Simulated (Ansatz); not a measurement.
## Effective masses and thermopower of Zn2InGaO5 (P6_3/mmc)

Here is the system:

```
CELL_PARAMETERS angstrom
      3.30260     0.00000     0.00000
     -1.65130     2.86014     0.00000
      0.00000     0.00000    22.35812
ATOMIC_POSITIONS crystal
  Zn 0.33333 0.66667 0.63563
  Zn 0.66667 0.33333 0.36437
  Zn 0.66667 0.33333 0.13563
  Zn 0.33333 0.66667 0.86437
  In 0.00000 0.00000 0.50000
  In 0.00000 0.00000 0.00000
  Ga 0.00000 0.00000 0.75000
  Ga 0.00000 0.00000 0.25000
  O  0.33333 0.66667 0.54823
  O  0.66667 0.33333 0.45177
  O  0.66667 0.33333 0.04823
  O  0.33333 0.66667 0.95177
  O  0.00000 0.00000 0.66203
  O  0.00000 0.00000 0.33797
  O  0.00000 0.00000 0.16203
  O  0.00000 0.00000 0.83797
  O  0.33333 0.66667 0.75000
  O  0.66667 0.33333 0.25000
```

All values below come from PBEsol, rigid bands (plane waves, PAW, scalar-relativistic; Ansatz, a program for electronic structure). Geometry: cell and atoms relaxed with PBEsol.

```json
{
 "band_gap": "1.24 eV",
 "electron conductivity mass (300 K, dilute)": "0.21 (x), 0.21 (y), 0.193 (z) mₑ",
 "effective density of states N_c (300 K)": "2.1e18 cm⁻³",
 "density_of_states_mass_electrons": "0.192 mₑ",
 "Seebeck coefficient, n-type 1e19 cm⁻³, 300 K": "-115 μV/K",
 "best n-type power factor at 300 K for τ = 10 fs (best axis; densities from 1e16 to 1e21 cm⁻³ tried, whether or not they can be reached)": "1.84 μW/(cm·K²) at 1e19 cm⁻³"
}
```

Rigid bands; masses and Seebeck coefficients take one relaxation time τ for all states and one kind of carrier; polarons and phonon drag are left out. Spin-orbit coupling is left out.

Computed structure with no diffraction record at hand here (it may be known, metastable or hypothetical): Zn2InGaO5 (P6_3/mmc).
